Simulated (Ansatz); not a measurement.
**A computed series for BeS: response to strain**

Consider BeS in the zinc blende structure (space group F-43m, No. 216; a = 4.796 Å). Axes: x, y, z lie along the cube axes.

Strains are applied to the cell and any free atomic positions relax; under biaxial strain the out-of-plane vector relaxes too.

Computed with plane-wave PAW DFT at the LDA level (Ansatz, a program for electronic structure, 420 eV), scalar-relativistic without spin-orbit coupling.

Notes on the quantities. energy relative to the base: free energy F.

```json
[
 {"biaxial strain, plane normal [111], relaxed out of plane (%)": "-2.5", "energy relative to the base (meV/atom)": "13.8"},
 {"biaxial strain, plane normal [111], relaxed out of plane (%)": "-2.08", "energy relative to the base (meV/atom)": "9.5"},
 {"biaxial strain, plane normal [111], relaxed out of plane (%)": "-1.67", "energy relative to the base (meV/atom)": "6.1"},
 {"biaxial strain, plane normal [111], relaxed out of plane (%)": "-1.25", "energy relative to the base (meV/atom)": "3.4"},
 {"biaxial strain, plane normal [111], relaxed out of plane (%)": "-0.83", "energy relative to the base (meV/atom)": "?"},
 {"biaxial strain, plane normal [111], relaxed out of plane (%)": "-0.42", "energy relative to the base (meV/atom)": "0.4"},
 {"biaxial strain, plane normal [111], relaxed out of plane (%)": "0", "energy relative to the base (meV/atom)": "0.0"}
]
```

Fit ΔE = Aε² + Bε³ (ε in %) to the rows shown and predict the withheld row.

Least squares on the printed values gives A = 2.14 and B = -0.025 meV/atom (largest residual 0.0 meV/atom); this predicts 1.5 meV/atom, and the run gives 1.5 meV/atom, in agreement.

Stability against distortions was not tested.
